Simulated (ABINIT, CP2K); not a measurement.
A CP2K input for a self-consistent single point of K₃I₂Br (P-3m1, 6 atoms in the cell) (DFT PBEsol, GPW, DZVP-MOLOPT-PBE-GTH basis, GTH-PBE potentials (POTENTIAL_UZH)):

```
&GLOBAL
  PROJECT bulk
  RUN_TYPE ENERGY_FORCE
  PRINT_LEVEL LOW
&END GLOBAL
&FORCE_EVAL
  METHOD Quickstep
  STRESS_TENSOR ANALYTICAL
  &DFT
    BASIS_SET_FILE_NAME BASIS_MOLOPT_UZH
    POTENTIAL_FILE_NAME POTENTIAL_UZH
    &QS
      METHOD GPW
      EPS_DEFAULT 1E-10
    &END QS
    &MGRID
      CUTOFF 500
      REL_CUTOFF 40
      NGRIDS 5
    &END MGRID
    &SCF
      SCF_GUESS ATOMIC
      EPS_SCF 1E-7
      MAX_SCF 100
      ADDED_MOS 9
      &DIAGONALIZATION
        ALGORITHM STANDARD
      &END DIAGONALIZATION
      &MIXING
        METHOD BROYDEN_MIXING
        ALPHA 0.2
        NBUFFER 8
        BETA 1
      &END MIXING
    &END SCF
    &KPOINTS
      SCHEME MONKHORST-PACK 5 5 2
      GAMMA_CENTERED T
    &END KPOINTS
    &XC
      &XC_FUNCTIONAL
        &PBE
          PARAMETRIZATION PBESOL
        &END PBE
      &END XC_FUNCTIONAL
    &END XC
    &PRINT
      &MO
        EIGENVALUES T
        OCCUPATION_NUMBERS T
        NDIGITS 8
        FILENAME mo
        &EACH
          QS_SCF 0
        &END EACH
        ADD_LAST NUMERIC
      &END MO
      &MULLIKEN OFF
      &END MULLIKEN
    &END PRINT
  &END DFT
  &SUBSYS
    &CELL
      A 4.80089300 0.00000000 0.00000000
      B -2.40044600 4.15769500 0.00000000
      C 0.00000000 0.00000000 11.80199300
      PERIODIC XYZ
    &END CELL
    &COORD
      SCALED
      K        0.00000000     0.00000000     0.50000000
      K        0.33333300     0.66666700     0.15133000
      K        0.66666700     0.33333300     0.84867000
      I        0.33333300     0.66666700     0.67383000
      I        0.66666700     0.33333300     0.32617000
      Br       0.00000000     0.00000000     0.00000000
    &END COORD
    &KIND K
      BASIS_SET DZVP-MOLOPT-PBE-GTH-q9
      POTENTIAL GTH-PBE-q9
    &END KIND
    &KIND I
      BASIS_SET DZVP-MOLOPT-PBE-GTH-q7
      POTENTIAL GTH-PBE-q7
    &END KIND
    &KIND Br
      BASIS_SET DZVP-MOLOPT-PBE-GTH-q7
      POTENTIAL GTH-PBE-q7
    &END KIND
  &END SUBSYS
  &PRINT
    &FORCES ON
    &END FORCES
    &STRESS_TENSOR ON
    &END STRESS_TENSOR
  &END PRINT
&END FORCE_EVAL
```

Problem. Translate this input to ABINIT.

Solution. One input that does it (others would too):

```
# K3I2Br, PseudoDojo nc-sr-04 PBEsol standard
pp_dirpath "./"
pseudos "K.upf, I.upf, Br.upf"
acell 9.0723725976 9.0723725976 22.3025344948
rprim
         1.0000000000   -0.0000000437    0.0000000000
        -0.4999999621    0.8660254257    0.0000000000
         0.0000000000    0.0000000000    1.0000000000
natom 6
ntypat 3
znucl 19 53 35
typat 1 1 1 2 2 3
xcart
         0.0000000000    0.0000000000    5.9009965000
         0.0000001212    2.7717967663    1.7859956007
         2.4004464743    1.3858982782   10.0159973993
         0.0000001212    2.7717967663    7.9525369432
         2.4004464743    1.3858982782    3.8494560568
         0.0000000000    0.0000000000    0.0000000000
      Angstrom
ecut 1007 eV
occopt 1
nband 26
kptopt 1
ngkpt 5 5 2
nshiftk 1
shiftk 0 0 0
nstep 60
tolvrs 1.0e-10
diemac 6
prtwf 0
prtden 0
enunit 2
```

Basis, cutoffs, solver keys and any potentials are the target program's own. This input uses DFT, PBEsol, plane waves, norm-conserving pseudopotentials (PseudoDojo nc-sr-04 PBEsol standard).

The starting cell comes from a database of computed structures (which also holds hypothetical and non-ambient phases and stackings), without a prior relaxation at this level. For this run, on top of that: lattice scaled by 0.98.
